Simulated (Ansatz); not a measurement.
Fluorite AuAl2 was calculated with PBE in Ansatz (PAW).

Run with plane-wave cutoff 520 eV, 16×16×16 k mesh, Fermi–Dirac smearing 0.05 eV, scalar-relativistic PAW data made under PBE.

A third-order Birch–Murnaghan fit to the energies gives V0 = 18.554 Å³/atom, B0 = 105 GPa, B′ = 4.9.

```tsv
V (Å³/atom)	P (GPa)
17.442	7.51
17.813	…
18.184	…
18.555	0.00
18.926	-1.98
19.297	-3.73
19.668	…
```

Problem. Estimate the withheld pressures from this fit; the answers are the runs' own values.

Solution. 
- 17.813, P (GPa): 4.71
- 18.184, P (GPa): 2.22
- 19.668, P (GPa): -5.28

The formula P = (3/2) B0 (x^(7/3) − x^(5/3)) [1 + (3/4)(B′ − 4)(x^(2/3) − 1)] with x = V0/V meets the computed pressures within 0.05 GPa when these rounded values are put in.

Spin–orbit coupling is not included; it can shift volumes and moduli of such heavy elements.

Computed values are for the static lattice.

Ansatz is a first-principles code.
